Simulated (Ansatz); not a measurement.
Take MgTe in the wurtzite structure (space group P6_3mc, No. 186; a = 4.5089 Å, c = 7.3377 Å) as the base.

Method: LDA in Ansatz (plane waves to 420 eV, PAW, without spin-orbit coupling).

Base values:

```
Item        Result
--------  --------
Pressure  0.00 GPa
```

Perturbation: the cell is scaled by 1.0240 in all directions; the atoms relax in the strained cell.

Question: How does this affect the pressure and energy relative to the base?

Answer: The pressure (mean of the normal stresses, compression positive) goes from zero to -2.37 GPa; the energy increases by 19 meV/atom.

Whether these cells are dynamically stable was not tested.

Ansatz is a quantum-chemistry and plane-wave program.
